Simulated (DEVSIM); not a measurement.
Structure: abrupt In0.53Ga0.47As p-n junction, at 350 K.

```
layer (left to right)        material  thickness (μm)  Nd (cm⁻³)  Na (cm⁻³)   τn (s)   τp (s)
---------------------  --------------  --------------  ---------  ---------  -------  -------
1                      In0.53Ga0.47As           0.890          -     2.4e17  6.9e-10  6.9e-10
2                      In0.53Ga0.47As            22.0     7.1e14          -  6.9e-10  6.9e-10
```

Left contact: ohmic. Right contact: ohmic. Voltage is applied to the left contact. Recombination: SRH at mid-gap, radiative, Auger. Mobility is μmin + (μ − μmin)/(1 + (N/Nref)^α).

This is a model device: material constants are rounded textbook-type values typed into the input, and sizes, dopings and lifetimes were drawn at random. Values at 300 K; Nc and Nv go as T^1.5, mobilities as T to minus their exponent, the gap by Varshni's rule with the affinity fixed.

```
parameter         In0.53Ga0.47As
----------------  --------------
gap (eV)                    0.74
affinity (eV)               4.51
permittivity                13.9
Nc (cm⁻³)                 2.1e17
Nv (cm⁻³)                 7.7e18
μn (cm²/Vs)                12000
μp (cm²/Vs)                  300
μn,min                       300
μp,min                        10
Nref,n                    1.3e17
Nref,p                    4.9e17
αn                          0.48
αp                           0.4
T exponent of μn             1.6
T exponent of μp             1.6
B (cm³/s)                9.6e-11
Cn (cm⁶/s)                 5e-29
Cp (cm⁶/s)                 5e-29
Varshni α (eV/K)         0.00035
Varshni β (K)                190
```

Simulated with DEVSIM: 1D drift-diffusion, Boltzmann statistics, complete ionisation; no tunnelling, impact ionisation, image-force lowering or self-heating.

The minority lifetime in layer 2 was swept, all else fixed.

| minority lifetime in layer 2 (s) | dark forward voltage at 1 A/cm² (V) | dark forward voltage at 100 A/cm² (V) |
|---|---|---|
| 2.1e-11 | 0.126 | 0.573 |
| 6.9e-11 | 0.135 | 0.573 |
| 2.1e-10 | 0.148 | 0.574 |
| 6.9e-10 | (withheld) | 0.575 |
| 2.1e-9 | 0.190 | 0.570 |
| 6.9e-9 | 0.213 | 0.545 |
| 2.1e-8 | 0.232 | 0.502 |

Task: Complete the blanks.

Result: 
- 6.9e-10, dark forward voltage at 1 A/cm² (V): 0.169
